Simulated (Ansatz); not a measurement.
# TiAl under a change: strain tensor (xx, yy, zz, yz, xz, xy) = (+1.78, +0.49, −0.97, +1.20, +0.16, +0.06) %

The reference is TiAl (space group P4/mmm, No. 123; a = 2.797 Å, c = 4.032 Å). Axes: x, y, z lie along a, b, c of the conventional cell.

One thing is altered: the symmetric strain tensor [0.0178 0.0006 0.0016; 0.0006 0.0049 0.0119; 0.0016 0.0119 -0.0097]; the atoms relax in the strained cell.

The values are results of Ansatz (a quantum-chemistry and plane-wave program), PBEsol, PAW, cutoff 420 eV, no spin-orbit coupling, not measurements. k-mesh 17×17×12 (Γ-centred); smearing 0.05 eV (Fermi–Dirac).

| quantity | base | changed | shift |
|---|---|---|---|
| volume per atom | 15.78 Å³ | 15.98 Å³ | +0.20 Å³ |
| space group | P4/mmm (No. 123) | P-1 (No. 2) | – |
| shortest interatomic distance | 279.7 pm | 280.0 pm | +0.3 pm |
| energy relative to the base (free energy F) | 0 meV/atom | +6.1 meV/atom | +6.1 meV/atom |
| pressure (mean of the normal stresses, compression positive) | 0.0 GPa | -1.4 GPa | -1.4 GPa |
| band gap | zero | zero | – |
| stress (xx, yy, zz, yz, xz, xy; compression positive) (rough) | – | (-2.8, -1.2, -0.3, -2.8, -0.4, 0.0) GPa | – |

Without a gap, meshes like the base's 17×17×12 leave anisotropic stresses uncertain by several tenths of a GPa, and small strain energies with them. Stability against distortions was not tested. All final runs are without spin polarisation.
